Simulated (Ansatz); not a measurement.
Base system: AlP in the zinc blende structure (space group F-43m, No. 216; a = 5.471 Å).

Calculations: PBEsol, PAW, 420 eV (Ansatz, a program for electronic structure; no spin-orbit coupling).

One change was made to it. Results:

```json
[
 {"quantity": "band gap", "base": "1.45 eV", "after": "zero"},
 {"quantity": "density", "base": "2.35 g/cm³", "after": "6.06 g/cm³"}
]
```

Name the change that was made.
(A) P → Hg
(B) P → C
(C) Al → Bi
(D) Al → Na

C, Al → Bi. For comparison, the density in the other runs: Al → Na gives 1.41 g/cm³; P → C gives 2.61 g/cm³; P → Hg gives 6.91 g/cm³.

Whether these cells are dynamically stable was not tested. As relaxed here, BiP, NaP, AlC and AlHg are hypothetical phases, not in the database extracts checked. All final runs are without spin polarisation. An odd electron count without spin: AlC and AlHg.
